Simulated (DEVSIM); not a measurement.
Structure: abrupt Ge p-n junction, at 300 K.

| layer (left to right) | material | thickness (μm) | Nd (cm⁻³) | Na (cm⁻³) | τn (s) | τp (s) |
|---|---|---|---|---|---|---|
| 1 | Ge | 8.10 | - | 8.2e17 | 3.6e-6 | 3.6e-6 |
| 2 | Ge | 130 | 3.1e15 | - | 3.6e-6 | 3.6e-6 |

Left contact: ohmic. Right contact: ohmic. Voltage is applied to the left contact. Recombination: SRH at mid-gap, radiative. Mobility is μmin + (μ − μmin)/(1 + (N/Nref)^α).

This is a model device: material constants are rounded textbook-type values typed into the input, and sizes, dopings and lifetimes were drawn at random. Values at 300 K.

```tsv
parameter	Ge
gap (eV)	0.664
affinity (eV)	4
permittivity	16
Nc (cm⁻³)	1.04e19
Nv (cm⁻³)	6e18
μn (cm²/Vs)	3900
μp (cm²/Vs)	1900
μn,min	150
μp,min	100
Nref,n	2.6e17
Nref,p	4e17
αn	0.56
αp	0.6
B (cm³/s)	6.4e-14
```

Model (solved in DEVSIM): 1D drift-diffusion, Boltzmann statistics, complete ionisation; no tunnelling, impact ionisation, image-force lowering or self-heating.

The thickness of layer 1 was swept, all else fixed.

```json
[
 {"thickness of layer 1 (μm)": "1.6", "dark forward voltage at 100 A/cm² (V)": "0.458", "dark forward voltage at 1 A/cm² (V)": "0.239"},
 {"thickness of layer 1 (μm)": "2.8", "dark forward voltage at 100 A/cm² (V)": "0.451", "dark forward voltage at 1 A/cm² (V)": "0.241"},
 {"thickness of layer 1 (μm)": "4.9", "dark forward voltage at 100 A/cm² (V)": "0.447", "dark forward voltage at 1 A/cm² (V)": "0.242"},
 {"thickness of layer 1 (μm)": "8.1", "dark forward voltage at 100 A/cm² (V)": "0.445", "dark forward voltage at 1 A/cm² (V)": "0.243"},
 {"thickness of layer 1 (μm)": "14", "dark forward voltage at 100 A/cm² (V)": "0.443", "dark forward voltage at 1 A/cm² (V)": "0.243"},
 {"thickness of layer 1 (μm)": "24", "dark forward voltage at 100 A/cm² (V)": "0.442", "dark forward voltage at 1 A/cm² (V)": "0.244"},
 {"thickness of layer 1 (μm)": "40", "dark forward voltage at 100 A/cm² (V)": "0.443", "dark forward voltage at 1 A/cm² (V)": "0.244"}
]
```

From the first row to the last the dark forward voltage at 100 A/cm² goes from 0.458 to 0.443. From the first row to the last the dark forward voltage at 1 A/cm² goes from 0.239 to 0.244.
